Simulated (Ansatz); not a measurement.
**Short convergence ladders for NiRh (R3m, 2 atoms in the cell)**

```yaml
crystal:
  lattice:
    - [1.31807, 0.76099, 4.12404]
    - [-1.31807, 0.76099, 4.12404]
    - [0.00000, -1.52198, 4.12404]
  atoms:
    - { symbol: Ni, position: [0.00404, 0.00404, 0.00404] }
    - { symbol: Rh, position: [0.50000, 0.50000, 0.50000] }
```

Base method: LDA (PW92), default PAW files made with PBE (plane waves; Ansatz, an electronic-structure program).

Base settings: basis.ecutwfc = 420 eV; kpoints.mp_grid.grid = 14 14 14; hamiltonian.xc = lda; hamiltonian.pseudopotentials = {kind: paw} (the program's default PAW files); scf.occupations.method = gaussian; scf.occupations.width = 0.1 eV.

The count of work is k-points × plane waves × bands × iterations; it is no time. Core times come from one kind of shared machine, to one figure; runs under 30 s give none.

**Shifted k-point meshes**

In this ladder: kpoints.mp_grid.shift = 0.5 0.5 0.5.

Only quantities that move along the ladder and can be compared are tabulated.

| kpoints.mp_grid.grid | free energy less the last step's (meV/atom) | pressure (GPa) | largest difference of a force vector from the last step's (eV/Å) | count of work / last |
|---|---|---|---|---|
| 2 2 2 | 1120.15 | 3.59 | 0.120 | 0.00053 |
| 4 4 4 | -133.42 | -14.56 | 0.043 | 0.0011 |
| 6 6 6 | 32.26 | -11.31 | 0.013 | 0.0031 |
| 8 8 8 | 5.38 | -12.04 | 0.019 | 0.0066 |
| 10 10 10 | -6.90 | -12.28 | 0.003 | 0.012 |
| 12 12 12 | 3.73 | -12.05 | 0.006 | 0.020 |
| 15 15 15 | 1.14 | -12.13 | 0.005 | 0.038 |
| 19 19 19 | -0.94 | -12.17 | 0.001 | 0.073 |
| 43 43 43 | 0.00 | -12.14 | 0.000 | 1.0 |

Coarsest kpoints.mp_grid.grid that holds the forces within 0.01 eV/Å of the last step, with all finer ones: 10 10 10, at 0.012 of the last step's count of work; the step before is off by 0.019 eV/Å.

Coarsest kpoints.mp_grid.grid that holds the free energy within 5 meV/atom of the last step, with all finer ones: 12 12 12, at 0.020 of the last step's count of work; the step before is off by 6.9 meV/atom.

Coarsest kpoints.mp_grid.grid that holds the pressure within 0.5 GPa of the last step, with all finer ones: 8 8 8, at 0.0066 of the last step's count of work; the step before is off by 0.84 GPa.

**The width of Fermi-Dirac smearing**

In this ladder: kpoints.mp_grid.grid = 23 23 23; scf.occupations.method = fermi_dirac.

Narrow widths need finer meshes than wide ones, so the last steps can hold mesh noise.

Only quantities that move along the ladder and can be compared are tabulated; pressure and forces are left out, as mesh noise rules them at narrow widths.

```tsv
scf.occupations.width	free energy less the last step's (meV/atom)	energy extrapolated to zero width less the last step's (meV/atom)	core time / last (rough)
1 eV	-1963.04	-332.87	1
0.5 eV	-604.14	-87.60	0.9
0.3 eV	-243.49	-28.31	1
0.2 eV	-112.80	-9.27	0.8
0.1 eV	-24.01	-0.26	0.6
0.05 eV	0.00	0.00	1
```

Widest scf.occupations.width that holds the energy extrapolated to zero width within 2 meV/atom of the last step, with all finer ones: 0.1 eV; the step before is off by 9.3 meV/atom.

Widest scf.occupations.width that holds the free energy within 5 meV/atom: not settled: the last two steps still differ by 24 meV/atom, over half the tolerance, so the ladder does not show it.

The extrapolation to zero width removes most of the smearing's effect on the energy.

**The mesh under tetrahedron occupations**

In this ladder: scf.occupations.method = tetrahedron; scf.occupations.width = default.

Only quantities that move along the ladder and can be compared are tabulated.

| kpoints.mp_grid.grid | free energy less the last step's (meV/atom) | pressure (GPa) | largest difference of a force vector from the last step's (eV/Å) | count of work / last | core time / last (rough) |
|---|---|---|---|---|---|
| 6 6 6 | 25.08 | -11.91 | 0.037 | 0.0089 | – |
| 7 7 7 | -23.29 | -12.77 | 0.038 | 0.011 | – |
| 9 9 9 | 6.66 | -12.18 | 0.021 | 0.021 | – |
| 11 11 11 | 1.69 | -12.25 | 0.002 | 0.041 | – |
| 14 14 14 | 1.01 | -12.24 | 0.003 | 0.080 | – |
| 18 18 18 | 0.42 | -12.24 | 0.004 | 0.15 | 0.1 |
| 22 22 22 | -0.50 | -12.26 | 0.000 | 0.29 | 0.3 |
| 34 34 34 | 0.00 | -12.25 | 0.000 | 1.0 | 1 |

Coarsest kpoints.mp_grid.grid that holds the free energy within 5 meV/atom of the last step, with all finer ones: 11 11 11, at 0.041 of the last step's count of work; the step before is off by 6.7 meV/atom.

Coarsest kpoints.mp_grid.grid that holds the forces within 0.01 eV/Å of the last step, with all finer ones: 11 11 11, at 0.041 of the last step's count of work; the step before is off by 0.021 eV/Å.

Coarsest kpoints.mp_grid.grid that holds the pressure within 0.05 GPa of the last step, with all finer ones: 11 11 11, at 0.041 of the last step's count of work; the step before is off by 0.07 GPa.

On the base run: the starting cell comes from a database of computed structures (which also holds hypothetical and non-ambient phases and stackings), without a prior relaxation at this level. Its lattice was rescaled by up to half a per cent. One atom was moved a little off its site on purpose. Spin polarisation is off. In the base run, with a pressure of about -12 GPa the cell is away from its equilibrium volume at this level. Ansatz's pressure includes its estimate of the finite-basis (Pulay) stress.

Left out of this page: 2 runs of the series outside the window shown, repeating another row's setting, or not comparable.

Keys are those of Ansatz 0.2.
